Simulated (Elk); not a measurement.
**Elk run on V₃Pt (Pm-3m, 4 atoms in the cell): self-consistent single point**

Level of theory: PBEsol, all-electron FP-LAPW, Elk's shipped species files, LAPW+lo basis (Elk).

The input file:

```
tasks
  0

xctype
  22

spinpol
  .true.

reducebf
  0.8

rgkmax
  8.0

gmaxvr
  14.0

nxoapwlo
  1

rmtscf
  0.92

nempty
  8

stype
  0

swidth
  0.00499791

scale
  1.889726125

avec
    3.8106710000    0.0000000000    0.0000000000
    0.0000000000    3.8106710000    0.0000000000
    0.0000000000    0.0000000000    3.8106710000

atoms
  2   : nspecies
  'V.in'   : spfname
  3   : natoms; atposl, bfcmt below
  0.5000000000  0.5000000000  0.0000000000    0.0 0.0 -0.5
  0.0000000000  0.5000000000  0.5000000000    0.0 0.0 -0.5
  0.5000000000  0.0000000000  0.5000000000    0.0 0.0 -0.5
  'Pt.in'   : spfname
  1   : natoms; atposl, bfcmt below
  0.0000000000  0.0000000000  0.0000000000    0.0 0.0 0.0

ngridk
  7 7 7
```

The program printed (abridged):

```
│ Elk code version 10.2.4 │

All units are atomic (Hartree, Bohr, etc.)

│ Ground-state run starting from atomic densities │

Lattice vectors :
   7.201124542       0.000000000       0.000000000
   0.000000000       7.201124542       0.000000000
   0.000000000       0.000000000       7.201124542

Unit cell volume      :    373.4229162
Brillouin zone volume :   0.6642608225

Muffin-tin inner radius fraction :   0.1000000000E-01

Nuclei treated as point charges

Species :    1 (V)
 parameters loaded from : V.in
 name : vanadium
 nuclear charge    :   -23.00000000
 electronic charge :    23.00000000
 atomic mass :    92860.67375
 muffin-tin radius :    2.208000000
 number of radial points in muffin-tin :    497
 atomic positions (lattice), magnetic fields (Cartesian) :
   1 :   0.50000000  0.50000000  0.00000000    0.00000000  0.00000000 -0.50000000
   2 :   0.00000000  0.50000000  0.50000000    0.00000000  0.00000000 -0.50000000
   3 :   0.50000000  0.00000000  0.50000000    0.00000000  0.00000000 -0.50000000

Species :    2 (Pt)
 parameters loaded from : Pt.in
 name : platinum
 nuclear charge    :   -78.00000000
 electronic charge :    78.00000000
 atomic mass :    355605.4398
 muffin-tin radius :    2.576000000
 number of radial points in muffin-tin :    697
 atomic positions (lattice), magnetic fields (Cartesian) :
   1 :   0.00000000  0.00000000  0.00000000    0.00000000  0.00000000  0.00000000

Total number of atoms per unit cell :    4

Spin treatment :
 spin-polarised
 global magnetic field (Cartesian) :    0.000000000       0.000000000       0.000000000
 collinear magnetisation in z-direction

Number of Bravais lattice symmetries :   48
Number of crystal symmetries         :   48
Crystal has inversion symmetry
Real symmetric eigensolver will be used

k-point grid :      7     7     7
k-point offset :    0.000000000       0.000000000       0.000000000
   [... lines left out ...]
Maximum (1/2)|G+k|²                   :    6.049149338
Maximum |G| for potential and density :    14.00000000
 potential will be trimmed for |G| > 2 gkmax
Constant for pseudocharge density :    9
Radial integration step length :    4

G-vector grid sizes :     35    35    35
Number of G-vectors :    17269

Maximum angular momentum used for
 APW functions                      :    8
 outer part of muffin-tin           :    6
 inner part of muffin-tin           :    1

Total nuclear charge    :   -147.0000000
Total core charge       :    78.00000000
Total valence charge    :    69.00000000
Total excess charge     :    0.000000000
Total electronic charge :    147.0000000

Effective Wigner radius, rₛ :   0.8464442141

Number of empty states         :   32
Total number of valence states :  134
Total number of core states    :   78

Total number of local-orbitals :   70

Exchange-correlation functional :     22     0     0
 PBEsol, Phys. Rev. Lett. 100, 136406 (2008)
 gradient requirement :    1
 generalised gradient approximation (GGA)

Smearing type :    0
 Gaussian
Smearing width :   0.4997910000E-02
Effective electronic temperature (K) :    1578.215154

Mixing type :    3
 Broyden mixing, J. Phys. A: Math. Gen. 17, L317 (1984)

Kohn-Sham potential initialised from atomic data
│ Self-consistent loop started │
│ Loop number : 1 │
 total energy                :     -21231.3217838
 total moment                :    3.330384872
│ Loop number : 2 │
 total energy                :     -21235.8087927
 total moment                :    3.329575642
RMS change in Kohn-Sham potential (target) :    2.151184592     (  0.1000000000E-05)
Absolute change in total energy (target)   :    4.487008906     (  0.1000000000E-03)
│ Loop number : 3 │
 total energy                :     -21225.5268899
 total moment                :    3.356610804
RMS change in Kohn-Sham potential (target) :    2.148782503     (  0.1000000000E-05)
Absolute change in total energy (target)   :    9.160150546     (  0.1000000000E-03)
│ Loop number : 4 │
 total energy                :     -21244.3113998
 total moment                :    2.926922098
RMS change in Kohn-Sham potential (target) :    1.775513563     (  0.1000000000E-05)
Absolute change in total energy (target)   :    16.49447221     (  0.1000000000E-03)
│ Loop number : 5 │
 total energy                :     -21260.0134316
   [... lines left out ...]
RMS change in Kohn-Sham potential (target) :   0.2598535966E-05 (  0.1000000000E-05)
Absolute change in total energy (target)   :   0.7378483060E-03 (  0.1000000000E-03)
│ Loop number : 23 │
 total energy                :     -21286.7133904
 total moment                :   0.2452109056E-01
RMS change in Kohn-Sham potential (target) :   0.2573390593E-05 (  0.1000000000E-05)
Absolute change in total energy (target)   :   0.2335229183E-03 (  0.1000000000E-03)
│ Loop number : 24 │
 total energy                :     -21286.7135812
 total moment                :   0.8735889746E-02
RMS change in Kohn-Sham potential (target) :   0.1042889111E-05 (  0.1000000000E-05)
Absolute change in total energy (target)   :   0.1324364348E-03 (  0.1000000000E-03)
│ Loop number : 25 │
 total energy                :     -21286.7134612
 total moment                :   0.1262128347E-01
RMS change in Kohn-Sham potential (target) :   0.9147478036E-06 (  0.1000000000E-05)
Absolute change in total energy (target)   :   0.8687328227E-04 (  0.1000000000E-03)
Convergence targets achieved

│ Loop number : 26 │

Energies :
 Fermi                       :     0.413150428430
 sum of eigenvalues          :     -12978.5712574
 electron kinetic            :      23975.6255329
 core electron kinetic       :      22901.3476938
 Coulomb                     :     -44776.8748590
 Coulomb potential           :     -36316.0549387
 nuclear-nuclear             :     -1692.74310328
 electron-nuclear            :     -49852.2085728
 Hartree                     :      6768.07681710
 Madelung                    :     -26618.8473897
 xc potential                :     -638.141851364
 xc effective B-field        :    -0.420357866582E-06
 external B-field            :      0.00000000000
 exchange                    :     -476.631839397
 correlation                 :     -8.83230924200
 total energy                :     -21286.7134748
 (external B-field energy excluded from total)

Density of states at Fermi energy :    192.0062157
 (states/Hartree/unit cell)

Estimated indirect band gap :   0.9466154561E-03
 from k-point      8 to k-point      8
Estimated direct band gap   :   0.9466154561E-03
 at k-point      8

Charges :
 core                        :    78.00000000
 valence                     :    69.00000000
 interstitial                :    6.436072926
 muffin-tins (core leakage)
  species :    1 (V)
   atom    1                 :    21.18197098     (  0.1007103734E-08)
   atom    2                 :    21.18197098     (  0.1007103734E-08)
   atom    3                 :    21.18197098     (  0.1007103734E-08)
  species :    2 (Pt)
   atom    1                 :    77.01801413     (  0.5097411112E-03)
 total in muffin-tins        :    140.5639271
 total calculated charge     :    147.0100410
 total charge                :    147.0000000
 error                       :   0.1004101690E-01

Moments :
 interstitial                :   0.1346453931E-02
 muffin-tins
  species :    1 (V)
   atom    1                 :   0.2498081748E-02
   atom    2                 :   0.2498081748E-02
   atom    3                 :   0.2498081748E-02
  species :    2 (Pt)
   atom    1                 :   0.1725007591E-03
 total in muffin-tins        :   0.7666746002E-02
 total moment                :   0.9013199933E-02

│ Self-consistent loop stopped │
```

The run converged in 26 iterations. The count includes the last loop, which Elk runs after its targets are met.

The starting cell comes from a database of computed structures (which also holds hypothetical and non-ambient phases and stackings), without a prior relaxation at this level. Its lattice was rescaled by a random factor within 2.5 % of one. Spin-orbit coupling is off. The starting moments vanished: the run ended non-magnetic, which need not be the lowest state. Values depend on the basis (sphere radii, cutoffs, local orbitals), which need not be converged. The log's line on a gap gives a spacing of levels on this mesh, which the program prints for metals too.

Cost on one core of a shared machine: roughly 70 s.
